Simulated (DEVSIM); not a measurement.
Structure: abrupt Si p-n junction, at 300 K.

```tsv
layer (left to right)	material	thickness (μm)	Nd (cm⁻³)	Na (cm⁻³)	τn (s)	τp (s)
1	Si	51.0	-	4.4e18	1.8e-6	1.8e-6
2	Si	0.760	4.5e16	-	1.8e-6	1.8e-6
```

Left contact: ohmic. Right contact: ohmic. Voltage is applied to the left contact. Recombination: SRH at mid-gap, Auger. Mobility is constant in doping.

This is a model device: material constants are rounded textbook-type values typed into the input, and sizes, dopings and lifetimes were drawn at random. Values at 300 K; Nc and Nv go as T^1.5, mobilities as T to minus their exponent, the gap by Varshni's rule with the affinity fixed.

```tsv
parameter	Si
gap (eV)	1.124
affinity (eV)	4.05
permittivity	11.7
Nc (cm⁻³)	2.86e19
Nv (cm⁻³)	3.1e19
μn (cm²/Vs)	1417
μp (cm²/Vs)	470
T exponent of μn	2.3
T exponent of μp	2.2
Cn (cm⁶/s)	2.8e-31
Cp (cm⁶/s)	9.9e-32
Varshni α (eV/K)	0.000473
Varshni β (K)	636
```

Simulated with DEVSIM: 1D drift-diffusion, Boltzmann statistics, complete ionisation; no tunnelling, impact ionisation, image-force lowering or self-heating.

The temperature was swept, all else fixed.

```
temperature (K)  dark forward voltage at 1 A/cm² (V)  largest field in the device at zero bias (V/cm)  potential step across the device at zero bias (V)  dark forward voltage at 100 A/cm² (V)
---------------  -----------------------------------  -----------------------------------------------  -------------------------------------------------  -------------------------------------
250                                            0.709                                           140000                                              0.967                                  0.812
300                                            0.603                                           140000                                              0.907                                  0.727
350                                            0.494                                           150000                                              0.843                                  0.639
400                                            0.384                                           150000                                              0.777                                  0.549
450                                            0.271                                           160000                                              0.708                                  0.458
500                                            0.158                                           160000                                              0.637                                  0.366
```

From the first row to the last the dark forward voltage at 1 A/cm² goes from 0.709 to 0.158. From the first row to the last the largest field in the device at zero bias goes from 140000 to 160000.
